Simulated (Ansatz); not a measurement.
This Ansatz (a quantum-chemistry and plane-wave program) input is the reference run, Mg₂Sn (space group Fm-3m, No. 225; relaxed with 0.1 eV smearing), computed with Kohn–Sham DFT with the LDA functional, run in Ansatz with PAW and 420 eV plane waves, spin-orbit coupling left out:

Ansatz 0.2 input:
```yaml
crystal:
  lattice:
    - [0, 3.3319194494, 3.3319194494]
    - [3.3319194494, 0, 3.3319194494]
    - [3.3319194494, 3.3319194494, 0]
  atoms:
    - { symbol: Mg, position: [0.25, 0.25, 0.25] }
    - { symbol: Mg, position: [0.75, 0.75, 0.75] }
    - { symbol: Sn, position: [0, 0, 0] }
basis: { ecutwfc: 420, ecutrho_ratio: 4, xc_grid: 2, fft_grid_basis: typed }
kpoints: { mp_grid: { grid: [15, 15, 15] } }
hamiltonian:
  xc: lda
  dispersion: none
  pseudopotentials: { kind: paw }
scf: { occupations: { method: fermi_dirac, width: 0.1 } }
relax: { f_tol: 0.005, max_steps: 30, cell: { stress_tol: 0.01 } }
output: { forces: true, stress: true }
checkpoint: { write: state.ck, write_every: 1000 }
```

Question: Write the input for this change: the cell is scaled by 1.0050 in all directions, atoms relaxed at fixed cell.

Answer: 
Ansatz 0.2 input:
```yaml
crystal:
  lattice:
    - [0, 3.3485790466, 3.3485790466]
    - [3.3485790466, 0, 3.3485790466]
    - [3.3485790466, 3.3485790466, 0]
  atoms:
    - { symbol: Mg, position: [0.25, 0.25, 0.25] }
    - { symbol: Mg, position: [0.75, 0.75, 0.75] }
    - { symbol: Sn, position: [0, 0, 0] }
basis: { ecutwfc: 420, ecutrho_ratio: 4, xc_grid: 2, fft_grid_basis: typed }
kpoints: { mp_grid: { grid: [15, 15, 15] } }
hamiltonian:
  xc: lda
  dispersion: none
  pseudopotentials: { kind: paw }
scf: { occupations: { method: fermi_dirac, width: 0.1 }, convergence: { dr2_threshold: 0.0000000003 } }
relax: { f_tol: 0.005, max_steps: 50 }
output: { forces: true, stress: true }
checkpoint: { write: state.ck, write_every: 1000 }
```
This is the input that was run.

The cells carry an imposed strain or load. Stability against distortions was not tested.
